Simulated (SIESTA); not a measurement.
A short convergence ladder for CuAgO2 (Pmmm, 4 atoms in the cell)

```xyz
4
Lattice="2.8080 0.0000 0.0000 0.0000 3.3438 0.0000 0.0000 0.0000 5.3880" Properties=species:S:1:pos:R:3 pbc="T T T"
Cu     1.4040     1.6719     2.6940
Ag     0.0000     0.0000     0.0000
O      0.0000     1.6719     1.4593
O      0.0000     1.6719     3.9286
```

Base method: LDA PW92, numerical atomic orbitals TZP, PseudoDojo LDA standard norm-conserving potentials (rewritten from UPF to PSML) in SIESTA.

Base settings: XC.functional = LDA; XC.authors = PW92; potentials = PseudoDojo LDA standard; PAO.BasisSize = TZP; PAO.EnergyShift = 0.01 Ry; MeshCutoff = 300 Ry; kgrid.MonkhorstPack = 5 5 3; OccupationFunction = FD; ElectronicTemperature = 1160.45 K; MaxSCFIterations = 150.

Core times come from one kind of shared machine, to one figure; runs under 30 s give none.

**The force threshold of a relaxation**

On CuAgO2 (Pmm2, 4 atoms in the cell): one atom moved by 0.15 angstrom.

In this ladder: MD.TypeOfRun = CG; MD.Steps = 40.

The mesh stays at the base's, so the ladder's end is converged at best in this setting alone.

Only quantities that move along the ladder and can be compared are tabulated.

| MD.MaxForceTol | free energy less the last step's (meV/atom) | largest force left (eV/Å) | relaxation steps | core time / last (rough) |
|---|---|---|---|---|
| 0.2 eV/Ang | 0.11 | 0.0570 | 6 | 0.3 |
| 0.1 eV/Ang | 0.11 | 0.0570 | 6 | 0.4 |
| 0.05 eV/Ang | 0.08 | 0.0203 | 8 | 0.5 |
| 0.03 eV/Ang | 0.08 | 0.0203 | 8 | 0.4 |
| 0.02 eV/Ang | 0.07 | 0.0093 | 9 | 0.5 |
| 0.01 eV/Ang | 0.07 | 0.0093 | 9 | 0.4 |
| 0.005 eV/Ang | 0.07 | 0.0024 | 10 | 0.5 |
| 0.002 eV/Ang | 0.00 | 0.0014 | 35 | 1 |
| 0.001 eV/Ang | 0.00 | 0.0005 | 36 | 1 |

Coarsest MD.MaxForceTol that holds the largest force left within 0.01 eV/Å of the last step, with all finer ones: 0.02 eV/Ang; the step before is off by 0.020 eV/Å.

Coarsest MD.MaxForceTol that holds the free energy within 0.05 meV/atom of the last step, with all finer ones: 0.002 eV/Ang; the step before is off by 0.07 meV/atom.

On the base run: the starting cell comes from a database of computed structures (which also holds hypothetical and non-ambient phases and stackings), without a prior relaxation at this level. Its lattice was rescaled by up to half a per cent. Spin polarisation is off, so a magnetic state, if there is one, cannot be reached. Values carry the incompleteness of an atom-centred basis. In the base run, with a pressure of about -9 GPa the cell is away from its equilibrium volume at this level. The run gives no clean gap (levels at the Fermi energy touch, overlap or are partly filled at this smearing), which alone does not show that the compound is a metal. Without a gap this mesh is coarse (it stands for a supercell whose shortest vector is 14 Å).
